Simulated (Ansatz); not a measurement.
Here is the system:

```
BAs
1.0
    0.00000     2.36805     2.36805
    2.36805     0.00000     2.36805
    2.36805     2.36805     0.00000
B As
1 1
Direct
  0.00000   0.00000   0.00000
  0.25000   0.25000   0.25000
```

No spin polarisation.

Level of theory: Kohn–Sham DFT with the r2SCAN functional, run in Ansatz (a quantum-chemistry and plane-wave program) with PAW and 500 eV plane waves, no spin-orbit coupling. Settings: 12×12×12 k-points, 0.05 eV Fermi–Dirac smearing.

Task: What is the computed hole mass (degenerate bands, along [100])?

Result: 0.22 mₑ (at Γ).

Task: Predict the smallest direct gap.

Result: 3.47 eV.

Task: Estimate the band gap.

Result: 1.35 eV.

Load acts through the strain it causes; cell and atoms are relaxed under it. Effective masses come from finite differences of ±0.01 Å⁻¹. Whether these cells are dynamically stable was not tested. The cell was made from BAs in the zinc blende structure (space group F-43m, No. 216) by this change: pressure 4.5 GPa.
